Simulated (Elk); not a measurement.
## Parameter sweep on Ge (Fd-3m, 2 atoms in the cell)

```
CELL_PARAMETERS angstrom
      0.00000     2.83743     2.83743
      2.83743     0.00000     2.83743
      2.83743     2.83743     0.00000
ATOMIC_POSITIONS crystal
  Ge 0.50000 0.50000 0.50000
  Ge 0.75000 0.75000 0.75000
```

Base run A: LDA (PW92), all-electron FP-LAPW, Elk's shipped species files, LAPW+lo basis in Elk, self-consistent single point.

Its settings: rgkmax = 7.5; stype = 1; swidth = 0.00499791 Ha; ngridk = 8 8 8; gmaxvr = 14 1/bohr; nxoapwlo = 1; rmtscf = 0.91; maxscl = 100.

The starting cell comes from a database of computed structures (which also holds hypothetical and non-ambient phases and stackings), without a prior relaxation at this level. Values depend on the basis (sphere radii, cutoffs, local orbitals), which need not be converged.

ΔE is the total energy (no entropy term) per atom less that of run A. A dash stands where there is no value to compare (another energy zero or no entropy term, no result, no spin, no clean gap, or a mesh too coarse for one). 

| run | epspot, epsengy | ΔE (meV/atom) | ending |
|---|---|---|---|
| A | default, default | 0.00 | converged |
| B | 3.7e-05 Ha, 0.0037 Ha | 0.01 | converged |
| C | 3.7e-06 Ha, 0.00037 Ha | 0.01 | converged |
| D | 3.7e-07 Ha, 3.7e-05 Ha | 0.00 | converged |
| E | 3.7e-08 Ha, 3.7e-06 Ha | 0.00 | converged |
| F | 3.7e-09 Ha, 3.7e-07 Ha | 0.00 | converged |
| G | 3.7e-10 Ha, 3.7e-08 Ha | – | not converged |
| H | 3.7e-12 Ha, 3.7e-10 Ha | – | not converged |
| I | 3.7e-14 Ha, 3.7e-12 Ha | – | not converged |
| J | 3.7e-16 Ha, 3.7e-14 Ha | – | not converged |

Run J against A: The run ended unconverged after 100 iterations.

Run F against A: The total energy hardly moves (within 1 meV/atom).
